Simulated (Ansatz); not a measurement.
Pressure series in SnS

Start from SnS in the zinc blende structure (space group F-43m, No. 216; a = 6.4162 Å; a cell from a computed database, its experimental status unchecked).

Cell and atoms are relaxed at each pressure.

The values are results of PBEsol in Ansatz (plane waves to 420 eV, PAW, without spin-orbit coupling), not measurements.

```tsv
pressure (GPa)	volume per atom (Å³/atom)
-2	35.058
-1	33.979
0	33.018
0.3	32.752
1.5	31.762
3	30.660
5	29.390
7.5	?
10	26.969
```

**Question.** Fit the third-order Birch–Murnaghan form P(V) = (3B₀/2)[(V₀/V)^(7/3) − (V₀/V)^(5/3)]·[1 + (3/4)(B₀′ − 4)((V₀/V)^(2/3) − 1)] (squares taken in P) to the rows shown and predict the withheld row.

**Answer.** Least squares on the printed values gives V₀ = 33.008 Å³/atom, B₀ = 36.2 GPa, B₀′ = 3.2; this predicts 28.091 Å³/atom, and the run gives 28.051 Å³/atom, 0.040 lower.

Load acts through the strain it causes; cell and atoms are relaxed under it. Stability against distortions was not tested. No other phases were tried under pressure. The final runs are not spin-polarised.

Ansatz is a first-principles code.
